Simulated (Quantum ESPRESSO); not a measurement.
Troubleshooting Quantum ESPRESSO: a failed run on Sn (Fd-3m, 2 atoms in the cell). The aim is a zone-centre phonon calculation with DFT, PBE, plane waves, SSSP 1.1.2 efficiency (PBE) pseudopotentials.

The self-consistent step had converged with these keywords: prefix = sn; ecutwfc = 40 Ry; ecutrho = 320 Ry; occupations = smearing; smearing = marzari-vanderbilt; degauss = 0.019992 Ry; potentials = {Sn: Sn_pbe_v1.uspp.F.UPF}; K_POINTS = automatic 12 12 12 0 0 0; conv_thr = 1e-10 Ry; mixing_beta = 0.5. The next shown step is ph.x.

Input as run:

```fortran
phonons at the zone centre
&inputph
 prefix = 'sn'
 outdir = './out'
 tr2_ph = 1.0d-14
 fildyn = 'dyn.G'
 niter_ph = 3
/
0.0 0.0 0.0
```

Output (repeated stretches shortened):

```
     Representation #   1 modes #   1   2   3

     Self-consistent Calculation

      iter #   1   av.it.:   6.0
      thresh= 1.000E-02 alpha_mix =  0.700 |ddv_scf|^2 =  7.440E-07

      iter #   2   av.it.:  10.4
      thresh= 8.625E-05 alpha_mix =  0.700 |ddv_scf|^2 =  7.751E-08

      iter #   3   av.it.:  10.2
      thresh= 2.784E-05 alpha_mix =  0.700 |ddv_scf|^2 =  1.356E-10
     End of self-consistent calculation

     No convergence has been achieved
   JOB DONE.
STOP 1
```

Question: What caused this, and what should be changed?

Answer: The fault is an iteration limit that is too low. The loop is cut before its threshold is met, so whatever is printed at the end is not self-consistent. To fix it, raise the limit, or leave it to the default. The run ended unconverged in one of its stages.

On the sound input: the starting cell comes from a database of computed structures (which also holds hypothetical and non-ambient phases and stackings), without a prior relaxation at this level. Its lattice was rescaled by a random factor within 2.5 % of one. With a pressure of about 5 GPa the cell is away from its equilibrium volume at this level.
